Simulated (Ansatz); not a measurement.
Results of PBEsol (Ansatz, an electronic-structure program, PAW) for ZnSnO₃ (R-3, No. 148, 10 atoms in the cell; start mp-14628).

Settings: plane-wave cutoff 500 eV, 10×10×10 k mesh, gaussian smearing 0.02 eV, scalar-relativistic PAW data made under PBE.

Cell (relaxed at this level):

```yaml
crystal:
  lattice:
    - [2.65354, 1.53202, 4.67581]
    - [-2.65354, 1.53202, 4.67581]
    - [0.00000, -3.06405, 4.67581]
  atoms:
    - { symbol: Zn, position: [0.36505, 0.36505, 0.36505] }
    - { symbol: Zn, position: [0.63495, 0.63495, 0.63495] }
    - { symbol: Sn, position: [0.14917, 0.14917, 0.14917] }
    - { symbol: Sn, position: [0.85083, 0.85083, 0.85083] }
    - { symbol: O, position: [0.04968, 0.44635, 0.75761] }
    - { symbol: O, position: [0.95032, 0.55365, 0.24239] }
    - { symbol: O, position: [0.75761, 0.04968, 0.44635] }
    - { symbol: O, position: [0.24239, 0.95032, 0.55365] }
    - { symbol: O, position: [0.44635, 0.75761, 0.04968] }
    - { symbol: O, position: [0.55365, 0.24239, 0.95032] }
```

### Question
Give the computed band gap.

### Answer

- band gap: 1.45 eV (on the SCF k mesh)

Note: the relaxation could not lower the start's symmetry, so the cell can be a saddle point above a distorted one.

Spin–orbit coupling is not included.

Computing time: around 9 core-minutes (rough).

A start named mp-… is a Materials Project structure, which need not be a measured phase.
